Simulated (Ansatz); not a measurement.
Mo₂N (I4₁/amd, No. 141, 6 atoms in the cell; start COD 1541975)

Method: LDA in Ansatz (plane waves, PAW).

Numerical settings: plane-wave cutoff 520 eV, 18×18×18 k mesh, Fermi–Dirac smearing 0.05 eV, no spin polarisation, scalar-relativistic PAW data made under PBE.

Cell (relaxed at this level):

Mo2N is modelled in the tetragonal space group I4₁/amd, origin choice 1 (No. 141), the anti-anatase structure, Pearson symbol tI12. Cell: a = b = 4.191 Å, c = 7.910 Å, α = β = γ = 90.00°. Mo on 8e is surrounded by 3 N at 2.062–2.097 Å. N on 4a is coordinated by 6 Mo at 2.062–2.097 Å (octahedral). (Neighbours: up to the widest gap in distance over summed covalent radii, below 1.35, at either atom; cation-cation and far metal-metal contacts left out.)
(The calculation used a cell of 6 atoms; values per cell refer to that cell.)

For Mo₂N (I4₁/amd, No. 141, 6 atoms in the cell; start COD 1541975), the bulk modulus B0 is 330 GPa.

Note: the run has no spin polarisation, so it can have missed a magnetic state; the bulk modulus is −V dP/dV from two relaxed cells at ±2 % in volume; the relaxation could not lower the start's symmetry, so the cell can be a saddle point above a distorted one.

Static lattice: no zero-point or thermal effects.

It cost around 15 core-minutes (rough) of CPU time.

Ansatz is an electronic-structure program.
